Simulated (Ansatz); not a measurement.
Input:

```yaml
crystal:
  lattice:
    - [3.93144, 0.00000, 0.00000]
    - [0.00000, 3.93144, 0.00000]
    - [1.96572, -1.96572, 2.94966]
  atoms:
    - { symbol: As, position: [0.25000, 0.25000, 0.50000] }
    - { symbol: Ga, position: [0.00000, 0.00000, 0.00000] }
```

No spin polarisation.

A single point on GaAs with a change (biaxial strain −3.24 %, plane normal [001], relaxed out of plane), its geometry relaxed with PBE.

All numbers come from plane-wave PAW DFT at the r2SCAN level (Ansatz, an electronic-structure program, 500 eV), no spin-orbit coupling, earlier PAW set. k-mesh 10×10×10 (Γ-centred); smearing 0.05 eV (Fermi–Dirac).

Task: Predict the width of the top valence band, gap character and band gap.

Result: 
```json
{
  "width_of_the_top_valence_band": "3.52 eV",
  "gap_character": "direct at Γ",
  "band_gap": "0.79 eV"
}
```

Single points use the geometry relaxed with PBE. No phonon test of stability was made. The cell was made from GaAs in the zinc blende structure (space group F-43m, No. 216) by this change: biaxial strain −3.24 %, plane normal [001], relaxed out of plane.
